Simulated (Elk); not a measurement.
Elk run on W (Im-3m, 1 atom in the cell): self-consistent single point.

Level of theory: LDA (PW92), all-electron FP-LAPW, Elk's shipped species files, APW+lo basis with extra local orbitals in Elk.

```yaml
crystal:
  lattice:
    - [-1.57771, 1.57771, 1.57771]
    - [1.57771, -1.57771, 1.57771]
    - [1.57771, 1.57771, -1.57771]
  atoms:
    - { symbol: W, position: [0.00000, 0.00000, 0.00000] }
```

Reference input (self-consistent single point, DFT, PBE, all-electron FP-LAPW, Elk's shipped species files, APW+lo basis with extra local orbitals): xctype = 20; rgkmax = 8; stype = 0; swidth = 0.00999582 Ha; ngridk = 19 19 19; gmaxvr = 14 1/bohr; nxlo = 2; lorbcnd = true; lmaxi = 2; maxscl = 100. This run's input differs from it in these lines:

```diff
@@ -2,5 +2,2 @@
   0
-
-xctype
-  20
```

Output, abridged:

```
│ Self-consistent loop started │
│ Loop number : 1 │
 total energy                :     -16157.2900063
│ Loop number : 2 │
 total energy                :     -16157.4945220
RMS change in Kohn-Sham potential (target) :   0.9050784867E-01 (  0.1000000000E-05)
Absolute change in total energy (target)   :   0.2045157181     (  0.1000000000E-03)
│ Loop number : 3 │
 total energy                :     -16157.9030573
RMS change in Kohn-Sham potential (target) :   0.8198828899E-01 (  0.1000000000E-05)
Absolute change in total energy (target)   :   0.4596642732     (  0.1000000000E-03)
│ Loop number : 4 │
   [... lines left out ...]
Absolute change in total energy (target)   :   0.1272174211E-02 (  0.1000000000E-03)
│ Loop number : 13 │
 total energy                :     -16156.7336949
RMS change in Kohn-Sham potential (target) :   0.1775065685E-06 (  0.1000000000E-05)
Absolute change in total energy (target)   :   0.1481338295E-03 (  0.1000000000E-03)
│ Loop number : 14 │
 total energy                :     -16156.7336836
RMS change in Kohn-Sham potential (target) :   0.1060946630E-06 (  0.1000000000E-05)
Absolute change in total energy (target)   :   0.4838152563E-04 (  0.1000000000E-03)
Convergence targets achieved

│ Loop number : 15 │

Energies :
 Fermi                       :     0.527313375167
 total energy                :     -16156.7336823

Density of states at Fermi energy :    11.73545676
 (states/Hartree/unit cell)

Estimated indirect band gap :   0.1224130094E-02
 from k-point      9 to k-point    125
Estimated direct band gap   :   0.9756964378E-02
 at k-point    193

Charges :
 core                        :    46.00000000
 valence                     :    28.00000000
 interstitial                :    1.631754822
 muffin-tins (core leakage)
  species :    1 (W)
   atom    1                 :    72.36824518     (  0.6257147263E-06)
 total in muffin-tins        :    72.36824518
 total calculated charge     :    73.99657713
 total charge                :    74.00000000
 error                       :   0.3422874133E-02

│ Self-consistent loop stopped │
```

The run converged in 15 iterations. The count includes the last loop, which Elk runs after its targets are met. 

The starting cell comes from a database of computed structures (which also holds hypothetical and non-ambient phases and stackings), without a prior relaxation at this level. Its lattice was rescaled by a random factor within 2.5 % of one. Spin-orbit coupling is off. Spin polarisation is off. Values depend on the basis (sphere radii, cutoffs, local orbitals), which need not be converged. The log's line on a gap gives a spacing of levels on this mesh, which the program prints for metals too.
